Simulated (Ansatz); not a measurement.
Start from WC (space group P-6m2, No. 187; a = 2.899 Å, c = 2.827 Å; relaxed with 0.1 eV smearing). Axes: x lies along a and z along c of the hexagonal cell.

All numbers come from PBEsol (Ansatz, a quantum-chemistry and plane-wave program, PAW, without spin-orbit coupling).

For the base:

| Quantity | Result |
|---|---|
| Pressure | 0.0 GPa |
| Band gap | zero |
| Shortest interatomic distance | 2.191 Å |

Modification: tensor shear ε_xz = +1.71 % (engineering shear γ = 0.0342), atoms relaxed at fixed cell.

Task: Predict the new energy relative to the base.

Result: The energy grows by 12 meV/atom.

Task: What happens to the pressure?

Result: The pressure (mean of the normal stresses, compression positive) goes from zero to 0.5 GPa.

Task: How does this affect the band gap?

Result: The band gap is still zero.

Task: Estimate the effect on the shortest interatomic distance.

Result: The shortest interatomic distance falls by 0.031 Å (2.191 Å → 2.160 Å).

The cells carry an imposed strain or load. No phonon test of stability was made. The final runs are not spin-polarised.
